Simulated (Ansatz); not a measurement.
# Effect of isotropic strain +0.50 % on BAs

The reference is BAs in the zinc blende structure (space group F-43m, No. 216; a = 4.7839 Å).

Perturbation: an isotropic linear strain of +0.50 %; the atoms relax in the strained cell.

Computed with Ansatz (a first-principles code), r2SCAN, PAW, cutoff 500 eV, without spin-orbit coupling. k-mesh 12×12×12 (Γ-centred); smearing 0.05 eV (Fermi–Dirac).

The volume per atom grows by 0.206 Å³ to 13.89 Å³ and the space group stays F-43m (No. 216). The energy goes up by 1.3 meV/atom and the pressure goes from zero to -2.04 GPa. The band gap rises by 0.01 eV to 1.39 eV and the gap character stays indirect, Γ → Γ–X (76 % along). The smallest direct gap shrinks by 0.02 eV to 3.42 eV and the width of the top valence band falls by 0.09 eV, from 5.41 eV to 5.32 eV. The electron mass is still 1.1 mₑ along k, 0.21 mₑ across (off the special points) and the valley order (the lowest conduction-band minima on the path, energy above the VBM, named in the base's zone) becomes a point along ⟨100⟩, about 1.0 Å⁻¹ from Γ 1.39 eV; L along ⟨111⟩ 2.85 eV (base: a point along ⟨100⟩, about 1.0 Å⁻¹ from Γ 1.38 eV; L along ⟨111⟩ 2.94 eV).

Final structure:

```
CELL_PARAMETERS angstrom
      0.00000     2.40389     2.40389
      2.40389     0.00000     2.40389
      2.40389     2.40389     0.00000
ATOMIC_POSITIONS crystal
  B  0.00000 0.00000 0.00000
  As 0.25000 0.25000 0.25000
```

Effective masses come from finite differences of ±0.01 Å⁻¹. Along k means along the line from Γ to the band edge. Whether these cells are dynamically stable was not tested.
